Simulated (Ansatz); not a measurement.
We consider rock-salt YAs, described by LDA (Ansatz, a quantum-chemistry and plane-wave program, PAW).

Settings: plane-wave cutoff 520 eV, 16×16×16 k mesh, Fermi–Dirac smearing 0.05 eV, scalar-relativistic PAW data made under PBE.

Cell (relaxed at this level):

```
CELL_PARAMETERS angstrom
      0.00000     2.84836     2.84836
      2.84836     0.00000     2.84836
      2.84836     2.84836     0.00000
ATOMIC_POSITIONS crystal
  Y  0.00000 0.00000 0.00000
  As 0.50000 0.50000 0.50000
```

Problem. Give the computed bulk modulus.

Solution. 
* **bulk modulus**: 88.0 GPa

The run finds no gap.

Note: the bulk modulus is −V dP/dV from two relaxed cells at ±2 % in volume; the volume lies 6 % below that of the published cell.

Static lattice: no zero-point or thermal effects.

Cost on a shared machine: about 50 core-seconds (a rough figure).
